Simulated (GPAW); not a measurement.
## Equation of state of antifluorite Be2C (space group 225): energy against volume (GPAW, PBEsol)

```yaml
crystal:
  lattice:
    - [0.00000, 2.10699, 2.10699]
    - [2.10699, 0.00000, 2.10699]
    - [2.10699, 2.10699, 0.00000]
  atoms:
    - { symbol: Be, position: [0.25000, 0.25000, 0.25000] }
    - { symbol: Be, position: [0.75000, 0.75000, 0.75000] }
    - { symbol: C, position: [0.00000, 0.00000, 0.00000] }
```

Method: PBEsol, GPAW PAW datasets PBEsol (made by gpaw-setup) (plane waves; GPAW). Settings: mode = pw; ecut = 1040 eV; xc = PBEsol; kpts = 13 13 13; mesh shift (steps) = 0 0 0; occupations.name = fermi-dirac; occupations.width = 0.01 eV; nbands = -4; convergence.bands = -2; symmetry.symmorphic = false; symmetry.tolerance = 0.0005; maxiter = 150. The cell above is the first row's. The rows scale it uniformly. In all rows fractional positions and the k mesh are held. E is the free energy at the stated smearing, counted from the lowest row.

| V (Å^3/atom) | E (meV/atom) |
|---|---|
| 6.2359 | ? |
| 6.3715 | 9.59 |
| 6.5070 | 2.80 |
| 6.6426 | 0.00 |
| 6.7781 | 0.83 |
| 6.9137 | 4.97 |
| 7.0493 | 12.14 |
| 7.1848 | 22.07 |
| 7.3204 | 34.53 |

The 8 complete rows are fitted with the third-order Birch-Murnaghan form, a cubic in V^(-2/3), E against V. With u = V^(-2/3) - 0.278, the rows have u = 0.012964, 0.008910, 0.004992, 0.001208, -0.002455, -0.006000, -0.009430, -0.012757. Least squares gives E = 1.828 - 977.54·u + 122958·u² - 106346·u³. Residuals (row less fit): 0.002, -0.004, 0.001, 0.004, -0.001, -0.003, 0.001, 0.000; standard error 0.003 (degrees of freedom: 4). Its minimum lies at u = 0.003996, so V0 = (0.281996)^(-3/2) = 6.678. There d²E/du² = 243400 and d³E/du³ = -638100, so B0 = (4/9) × 6.678^(-7/3) × 243400 × 0.160218 = 206 GPa (the last factor turns the table's units into GPa), and B0' = 4 + (2/3) × 0.281996 × (-638100)/243400 = 3.5. The program's pressures in the fitted runs (not shown) pass through zero at V = 6.67, 0.06 % from this V0.

Estimate the missing E (V = 6.2359); what did the run itself give?

u = 0.017167, so E = 1.828 - 977.54 × 0.017167 + 122958 × 0.017167² - 106346 × 0.017167³ = 20.745 meV/atom. The calculation gives 20.75 meV/atom, 0.005 meV/atom above the prediction (under 0.05 % of the range of E in the table). The row lies outside the fitted rows, so this is an extrapolation. From the scatter of the fitted rows alone, a prediction at this place has a standard error of 0.010 meV/atom, so the miss is 0.5 times that.

Carrying the step between the two nearest rows on in a straight line would have given 16.39, off by 4.36; series whose last step already gives the withheld value aren't shown. The scan was laid around a cell of about the measured size, scaled by a guess for this functional. The runs keep the symmetry of the cell, so they don't test it for distortions. Cutoffs and mesh are single choices, not tested for convergence of this quantity. Series with a scatter that would blur these digits, or in which a gap closes, are not shown. Nor are scans whose minimum lies at an end fitted in this form.
